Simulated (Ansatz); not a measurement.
## Response to strain in Ru

The parent structure is Ru in the hcp (Mg type) structure (space group P6_3/mmc, No. 194; a = 2.706 Å, c = 4.265 Å; relaxed with 0.1 eV smearing). Axes: x lies along a and z along c of the hexagonal cell.

Strains are applied to the cell and any free atomic positions relax; under biaxial strain the out-of-plane vector relaxes too; under stress the whole cell relaxes.

Method: DFT with r2SCAN, PAW potentials and a 500 eV plane-wave cutoff in Ansatz (a program for electronic structure), scalar-relativistic without spin-orbit coupling, earlier PAW set.

Notes on the quantities. pressure: mean of the normal stresses, compression positive.

| change | volume per atom | pressure | space group |
|---|---|---|---|
| base | 13.52 Å³ | 0.0 GPa | P6_3/mmc (No. 194) |
| biaxial strain −2.62 %, plane normal [001], relaxed out of plane | (withheld) | 14.3 GPa | P6_3/mmc (No. 194) |
| biaxial strain −0.83 %, plane normal [001], relaxed out of plane | (withheld) | 4.1 GPa | P6_3/mmc (No. 194) |
| biaxial strain −0.55 %, plane normal [001], relaxed out of plane | 13.41 Å³ | (withheld) | P6_3/mmc (No. 194) |
| biaxial strain −0.36 %, plane normal [001], relaxed out of plane | 13.45 Å³ | (withheld) | P6_3/mmc (No. 194) |
| biaxial strain +0.54 %, plane normal [001], relaxed out of plane | 13.62 Å³ | -2.4 GPa | P6_3/mmc (No. 194) |
| uniaxial strain ε_xx = +5.47 % | 14.26 Å³ | -14.7 GPa | Cmcm (No. 63) |
| tensor shear ε_xz = −0.69 % | 13.52 Å³ | 0.1 GPa | C2/c (No. 15) |
| tensor shear ε_xy = +2.26 % | 13.51 Å³ | 0.6 GPa | P2_1/m (No. 11) |
| uniaxial stress, 1 GPa tension along z | 13.53 Å³ | – | P6_3/mmc (No. 194) |

**Question.** Some entries are withheld; estimate them.

**Answer.** 
- biaxial strain −2.62 %, plane normal [001], relaxed out of plane, volume per atom: 13.01 Å³
- biaxial strain −0.83 %, plane normal [001], relaxed out of plane, volume per atom: 13.36 Å³
- biaxial strain −0.55 %, plane normal [001], relaxed out of plane, pressure: 2.7 GPa
- biaxial strain −0.36 %, plane normal [001], relaxed out of plane, pressure: 1.7 GPa

Beyond what the load breaks, stability against distortions was not tested. All final runs are without spin polarisation.
